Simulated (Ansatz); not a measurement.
## Converging the plane-wave cutoff: LaPt₃ (P4mm, 4 atoms in the cell)

```yaml
crystal:
  lattice:
    - [4.19336, 0.00000, 0.00000]
    - [0.00000, 4.19336, 0.00000]
    - [0.00000, 0.00000, 4.19336]
  atoms:
    - { symbol: La, position: [0.00000, 0.00000, 0.01192] }
    - { symbol: Pt, position: [0.00000, 0.50000, 0.50000] }
    - { symbol: Pt, position: [0.50000, 0.00000, 0.50000] }
    - { symbol: Pt, position: [0.50000, 0.50000, 0.00000] }
```

Computed with LDA (PW92), default PAW files made with PBE (plane waves; Ansatz, a quantum-chemistry and plane-wave program).

Base settings: basis.ecutwfc = 30.9 Ry; kpoints.mp_grid.grid = 7 7 7; hamiltonian.xc = lda; hamiltonian.pseudopotentials = {kind: paw} (the program's default PAW files); scf.occupations.method = gaussian; scf.occupations.width = 0.0073 Ry.

The second cell is the first with its lattice scaled by 0.98.

The mesh stays at the base's, so the ladder's end is converged at best in this setting alone.

The first pressure column holds Ansatz's estimate of the finite-basis (Pulay) stress, which hides part of the cutoff error; the other is without it.

Only quantities that move along the ladder and can be compared are tabulated.

The count of work is k-points × plane waves × bands × iterations; it is no time. 

The starting cell comes from a database of computed structures (which also holds hypothetical and non-ambient phases and stackings), without a prior relaxation at this level. Its lattice was rescaled by up to half a per cent. One atom was moved a little off its site on purpose. Spin polarisation is off. In the base run, with a pressure of about -6 GPa the cell is away from its equilibrium volume at this level.

| basis.ecutwfc | free energy less the last step's (meV/atom) | energy of the compressed cell less the first (meV/atom) | pressure (GPa) | pressure without the Pulay estimate (GPa) | largest difference of a force vector from the last step's (eV/Å) | count of work / last |
|---|---|---|---|---|---|---|
| 10.7 Ry | 47207.86 | -299.63 | -87.20 | -1213.05 | 1.661 | 0.075 |
| 12.5 Ry | 22617.42 | 17.07 | -19.01 | -710.73 | 0.536 | 0.089 |
| 14 Ry | 11555.14 | 196.79 | 12.55 | -431.83 | 0.136 | 0.11 |
| 15.4 Ry | 5809.51 | 186.56 | 9.25 | -257.53 | 0.248 | 0.10 |
| 16.9 Ry | 2624.42 | 26.01 | -3.29 | -140.91 | 0.121 | 0.13 |
| 18.4 Ry | 1148.99 | 7.59 | -7.90 | -75.70 | 0.056 | 0.15 |
| 21.7 Ry | 165.16 | -11.90 | -7.00 | -20.26 | 0.018 | 0.16 |
| 24.6 Ry | 21.10 | -9.85 | -6.40 | -8.76 | 0.002 | 0.19 |
| 27.9 Ry | 2.05 | -10.05 | -6.45 | -6.58 | 0.000 | 0.23 |
| 30.9 Ry | 1.21 | -10.14 | -6.46 | -6.48 | 0.000 | 0.26 |
| 33.8 Ry | 0.74 | -10.16 | -6.46 | -6.49 | 0.000 | 0.30 |
| 37.1 Ry | 0.38 | -10.15 | -6.46 | -6.47 | 0.000 | 0.36 |
| 41.5 Ry | 0.24 | -10.16 | -6.46 | -6.46 | 0.000 | 0.42 |
| 46.3 Ry | 0.14 | -10.16 | -6.46 | -6.46 | 0.000 | 0.48 |
| 54 Ry | 0.06 | -10.17 | -6.46 | -6.46 | 0.000 | 0.60 |
| 61.7 Ry | 0.03 | -10.17 | -6.46 | -6.46 | 0.000 | 0.75 |
| 74.2 Ry | 0.00 | -10.17 | -6.46 | -6.46 | 0.000 | 1.0 |

Coarsest basis.ecutwfc that holds the pressure without the Pulay estimate within 1 GPa of the last step, with all finer ones: 27.9 Ry, at 0.23 of the last step's count of work; the step before is off by 2.3 GPa.

Coarsest basis.ecutwfc that holds the free energy within 5 meV/atom of the last step, with all finer ones: 27.9 Ry, at 0.23 of the last step's count of work; the step before is off by 21 meV/atom.

Coarsest basis.ecutwfc that holds the forces within 0.005 eV/Å of the last step, with all finer ones: 24.6 Ry, at 0.19 of the last step's count of work; the step before is off by 0.018 eV/Å.

The energy difference between the two cells stays within 1 meV/atom of the last step's from 24.6 Ry on, the total only from 33.8 Ry on: much of the error is common to both cells and cancels.

At the lowest cutoff the pressure without the Pulay estimate lies 1210 GPa under the last step's, the usual sign of Pulay stress in an incomplete plane-wave basis.

Keys are those of Ansatz 0.2.
